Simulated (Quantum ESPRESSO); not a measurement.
A self-consistent single point of Cu₃AsS₄ (P-43m, 8 atoms in the cell) with Quantum ESPRESSO.

Computed with PBEsol, PSlibrary ultrasoft (PBE) pseudopotentials (plane waves; Quantum ESPRESSO).

The change in words: lattice scaled by 0.98. Reference geometry:
```
Cu3AsS4
1.0
    5.14298     0.00000     0.00000
    0.00000     5.14298     0.00000
    0.00000     0.00000     5.14298
Cu As S
3 1 4
Cartesian
  0.00000   2.57149   2.57149
  2.57149   0.00000   2.57149
  2.57149   2.57149   0.00000
  0.00000   0.00000   0.00000
  1.29953   3.84345   3.84345
  3.84345   3.84345   1.29953
  3.84345   1.29953   3.84345
  1.29953   1.29953   1.29953
```

Reference input (self-consistent single point, DFT, PBEsol, plane waves, PSlibrary ultrasoft (PBE) pseudopotentials): ecutwfc = 50 Ry; ecutrho = 300 Ry; occupations = smearing; smearing = fd; degauss = 0.0073499 Ry; input_dft = pbesol; K_POINTS = automatic 7 7 7 0 0 0; conv_thr = 1e-10 Ry. This run's input differs from it in these lines:

```diff
@@ -10,3 +10,3 @@
     ibrav = 1
-    celldm(1) = 9.718825554
+    celldm(1) = 9.524448325
     nat = 8
```

Output (repeated stretches shortened):

```
     Self-consistent Calculation

     iteration #  1     ecut=    50.00 Ry     beta= 0.70

     Threshold (ethr) on eigenvalues was too large:
     Diagonalizing with lowered threshold

     total energy              =    -470.75282423 Ry
     estimated scf accuracy    <       0.30569752 Ry

     iteration #  2     ecut=    50.00 Ry     beta= 0.70

     total energy              =    -470.75829042 Ry
     estimated scf accuracy    <       0.55538365 Ry

     iteration #  3     ecut=    50.00 Ry     beta= 0.70

     total energy              =    -470.85270046 Ry
     estimated scf accuracy    <       0.12982767 Ry

   [... 7 blocks of this kind left out ...]

     iteration # 11     ecut=    50.00 Ry     beta= 0.70

     total energy              =    -470.88145634 Ry
     estimated scf accuracy    <          3.4E-10 Ry

     iteration # 12     ecut=    50.00 Ry     beta= 0.70
     End of self-consistent calculation

     the Fermi energy is     9.3303 ev

!    total energy              =    -470.88145634 Ry
     estimated scf accuracy    <          1.9E-11 Ry
     smearing contrib. (-TS)   =      -0.00340673 Ry
     internal energy E=F+TS    =    -470.87804962 Ry

     convergence has been achieved in  12 iterations

     Forces acting on atoms (cartesian axes, Ry/au):

     atom    1 type  1   force =     0.00000000    0.00000000    0.00000000
     atom    2 type  1   force =     0.00000000    0.00000000    0.00000000
     atom    3 type  1   force =     0.00000000    0.00000000    0.00000000
     atom    4 type  2   force =     0.00000000    0.00000000    0.00000000
     atom    5 type  3   force =     0.00946089   -0.00946089   -0.00946089
   [... lines left out ...]

     Total force =     0.032773     Total SCF correction =     0.000010

          total   stress  (Ry/bohr**3)                   (kbar)     P=      123.31
   0.00083826   0.00000000   0.00000000          123.31        0.00        0.00
   0.00000000   0.00083826   0.00000000            0.00      123.31        0.00
   0.00000000   0.00000000   0.00083826            0.00        0.00      123.31

   JOB DONE.
```

The run converged in 12 iterations. Against the reference run the free energy rises by 55.4 meV/atom, the pressure goes from 4.91 to 12.33 GPa and the largest force goes from 0.410 to 0.421 eV/Å.

The starting cell comes from a database of computed structures (which also holds hypothetical and non-ambient phases and stackings), without a prior relaxation at this level. Its lattice was rescaled by a random factor within 2.5 % of one. For this run, on top of that: lattice scaled by 0.98. Spin polarisation is off. With a pressure of about 12 GPa the cell is away from its equilibrium volume at this level. The run gives no clean gap (levels at the Fermi energy touch, overlap or are partly filled at this smearing), which alone does not show that the compound is a metal.

Cost on one core of a shared machine: roughly 2 min.
